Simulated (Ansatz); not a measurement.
The starting structures come from a database of crystals and need not be the phases stable at ambient conditions.

# Evanescent states of BaNiF6 (R-3m, not sure to be the ambient phase, 8 atoms a cell, 13.5 Å³ an atom) along the normal of (101)

Method: r2SCAN (plane waves, PAW; Ansatz, a first-principles code).

The gap is the functional's own, uncorrected, and κ follows it; spin-orbit coupling is left out. Mid-gap values are interpolated between the computed energies.

Energies count from the valence-band top; κ is the least over a 6×6 mesh across the current.

| E (eV) | κ (1/Å) | where |
|---|---|---|
| 0.06 | 0.276 | off Γ |
| 0.17 | 0.424 | off Γ |
| 0.28 | 0.482 | Γ |
| 0.39 | 0.491 | Γ |
| 0.49 | 0.499 | Γ |
| 0.60 | 0.507 | Γ |
| 0.71 | 0.514 | Γ |
| 0.82 | 0.521 | Γ |
| 0.94 | 0.519 | off Γ |
| 1.04 | 0.508 | Γ |
| 1.16 | 0.494 | Γ |
| 1.26 | 0.479 | Γ |
| 1.38 | 0.461 | Γ |
| 1.49 | 0.439 | Γ |
| 1.59 | 0.414 | Γ |
| 1.71 | 0.383 | Γ |
| 1.81 | 0.345 | Γ |
| 1.93 | 0.295 | Γ |
| 2.04 | 0.223 | Γ |
| 2.15 | 0.070 | Γ |

How thick must the barrier be to attenuate the transmission by 10^6 when the electrodes' Fermi level lies at 2.04 eV, and what attenuation does that film give at 0.39 eV?

d = 6 ln 10 / (2 × 0.223) = 31.0 Å. At 0.39 eV it gives 6 × 0.491/0.223 = 13.2 decades.
